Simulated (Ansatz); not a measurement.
Data:

```
WSi2
1.0
   -1.64674     1.64674     4.01356
    1.64674    -1.64674     4.01356
    1.64674     1.64674    -4.01356
Si W
2 1
Cartesian
  0.00000   0.00000   5.33319
  0.00000   0.00000   2.69393
  0.00000   0.00000   0.00000
```

No spin polarisation.

The values are results of PBE (Ansatz, an electronic-structure program, PAW, no spin-orbit coupling), not measurements. Settings: 25×25×25 k-points, 0.1 eV Fermi–Dirac smearing.

### Question
Predict the band gap.

### Answer
Zero.

### Question
Predict the pressure (mean of the normal stresses, compression positive).

### Answer
-11.3 GPa.

The cells carry an imposed strain or load. No phonon test of stability was made. All final runs are without spin polarisation. The cell was made from WSi$_{2}$ (space group I4/mmm, No. 139) by this change: isotropic strain +2.00 %.
